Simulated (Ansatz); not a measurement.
Where the default PAW files enter, the runs use the earlier of Ansatz's two default sets.

Data:

```yaml
crystal:
  lattice:
    - [3.04757, 0.00000, 0.00000]
    - [0.00000, 5.81741, 0.00000]
    - [1.52378, -1.46094, 5.96390]
  atoms:
    - { symbol: Ga, position: [0.65884, 0.68527, 0.68232] }
    - { symbol: Ga, position: [0.34116, 0.31473, 0.31768] }
    - { symbol: Ga, position: [0.09047, 0.20521, 0.81906] }
    - { symbol: Ga, position: [0.90953, 0.79479, 0.18094] }
    - { symbol: O, position: [0.49647, 0.74334, 0.00706] }
    - { symbol: O, position: [0.50353, 0.25666, 0.99294] }
    - { symbol: O, position: [0.17337, 0.43677, 0.65326] }
    - { symbol: O, position: [0.82663, 0.56323, 0.34674] }
    - { symbol: O, position: [0.83550, 0.10915, 0.32900] }
    - { symbol: O, position: [0.16450, 0.89085, 0.67100] }
```

Space group of this cell: C2/m. The cell is taken as given; by r2SCAN its mean pressure is -1.5 GPa.

All values below come from r2SCAN (plane waves, PAW; Ansatz, a first-principles code).

The current runs along the normal of the first two printed vectors; no spin-orbit coupling. Scaled by the factor s: both lengths across the current (ions clamped). Meshes 10×6×10 and 10×6 across the current in all rows.

| s | mean pressure (GPa) | band gap (eV) |
|---|---|---|
| 0.98 | 7.8 | 3.31 |
| 1.00 | -1.5 | 2.96 |
| 1.02 | -9.1 | ? |

Question: Take the slope of the band gap against ln s from the two given rows, extrapolate to s = 1.02, and say what the run there gives.

Answer: Slope = (3.31 − 2.96) / ln 0.98 = -17.3 eV. The line gives 2.96 + (-17.3) × ln 1.02 = 2.62 eV. The run gives 2.58 eV, 0.04 eV under the line, 11 % of the predicted step.
